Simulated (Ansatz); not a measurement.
Cubic perovskite KNiF₃ was calculated with PBEsol-D3(BJ) in Ansatz (PAW).

Run with plane-wave cutoff 520 eV, 8×8×8 k mesh, Fermi–Dirac smearing 0.01 eV, spin-polarised with parallel moments, scalar-relativistic PAW data made under PBE.

Cell (relaxed at this level):

```
CELL_PARAMETERS angstrom
      3.97377     0.00000     0.00000
      0.00000     3.97377     0.00000
      0.00000     0.00000     3.97377
ATOMIC_POSITIONS crystal
  K  0.00000 0.00000 0.00000
  Ni 0.50000 0.50000 0.50000
  F  0.50000 0.00000 0.50000
  F  0.00000 0.50000 0.50000
  F  0.50000 0.50000 0.00000
```
Starting moments (μB, in the order of the record's atoms K Ni F F F): 0.0 2.0 0.0 0.0 0.0.

**Question.** Predict the pressure derivative B′ of the bulk modulus, bulk modulus B0, band gap and Γ–Γ gap.

**Answer.** 
- pressure derivative B′ of the bulk modulus: 4.8
- bulk modulus B0: 90.1 GPa
- band gap: 0.39 eV (indirect)
- Γ–Γ gap: 1.45 eV

Note: the magnetic order was assumed, not searched for or taken from measurement; without U or exact exchange, gaps and moments of open d shells tend to come out too small.

Static lattice: no zero-point or thermal effects.

Computing time: about 2.9 core-minutes (a rough figure).

Ansatz is a program for electronic structure.
